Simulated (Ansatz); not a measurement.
**Computed paths: Si-vacancy pair in bcc Mo, neutral cell**

Defect migration in bcc Mo: Si-vacancy pair (Si on one host Mo site, one Mo site vacant), neutral cell. These are PBE, PAW (plane waves to 420 eV; Ansatz, a program for electronic structure) values and carry that method's errors.

Cell of 36 host sites held at the relaxed PBE lattice; a 2×2×3 k-point mesh shifted by half a step; Fermi-Dirac width 0.10 eV, spin-restricted; finite-size errors left in. Static, classical nuclei. Forms of the defect that were not tried may lie lower. The order of the sites in energy changes with the mesh.

Barriers: single points on a 3×3×5 k-point mesh shifted by half a step at the bands' geometries.

| Route | Start site over the lowest site run (eV) | Hop (Å) | Forward barrier (eV) | Backward barrier (eV) | Neighbours at the start | Neighbours at the saddle | Saddle order | Forward, on the band's own sampling (eV) |
|---|---|---|---|---|---|---|---|---|
| direct exchange of Si with the vacancy (Si-vacancy distance between ideal sites 2.74 Å throughout) | 0.03 | 2.52 | 0.48 | 0.48 | 3 Mo at 2.71, 2 Mo at 2.76, Mo at 2.78, Mo at 2.84, 3 Mo at 3.05, 2 Mo at 3.21, Mo at 3.27 Å | 4 Mo at 2.62, 2 Mo at 2.64 Å | not checked, on a symmetry element | 0.47 |
| a nearby Mo atom hops onto the vacant site (Si-vacancy distance between ideal sites 2.74 → 3.16 Å) | 0.03 | 2.67 | 1.09 | 1.12 | 2 Mo at 2.71, Mo at 2.73, 3 Mo at 2.75, Mo at 2.77, 2 Mo at 3.14, 2 Mo at 3.18; Si at 3.05, Si at 3.27 Å | 2 Mo at 2.63, Mo at 2.73, 2 Mo at 2.77, Mo at 3.14, 2 Mo at 3.23; Si at 2.65 Å | not checked, on a symmetry element | 1.12 |

Paths come from CI-NEB runs. Of the routes that converged and passed our checks, the lowest saddle point lies 0.50 eV above the lowest of the sites run (direct exchange of Si with the vacancy (Si-vacancy distance between ideal sites 2.74 Å throughout)); other sites, such as split forms, and other routes may lie lower. A band can be held on a symmetry element, so unchecked saddle points there may be too high.

The whole set of runs took roughly 2.0 core-hours.
